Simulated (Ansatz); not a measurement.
Slab thickness and the (110) surface of bcc Nb: the same face, mesh and vacuum, all atoms relaxed.

Level of theory: PBE (plane waves to 420 eV, PAW; Ansatz, an electronic-structure program).

```csv
atoms,thickness (Å),γ (J/m²),"work function, top face (eV)",rough cost
2,2.1,2.10,(withheld),roughly 30 core-seconds
3,4.5,2.10,(withheld),about 40 core-seconds (a rough figure)
4,6.8,2.07,4.48,roughly 80 core-seconds
5,9.2,2.08,4.50,about 80 core-seconds (a rough figure)
6,11.5,2.08,4.49,around 90 core-seconds (rough)
7,13.8,2.07,4.49,around 3 core-minutes (rough)
8,16.2,2.07,4.50,roughly 2.6 core-minutes
10,20.9,2.08,4.49,very roughly 5 core-minutes
```

Task: Complete the blanks.

Result: 
- 2, work function, top face (eV): 4.41
- 3, work function, top face (eV): 4.54
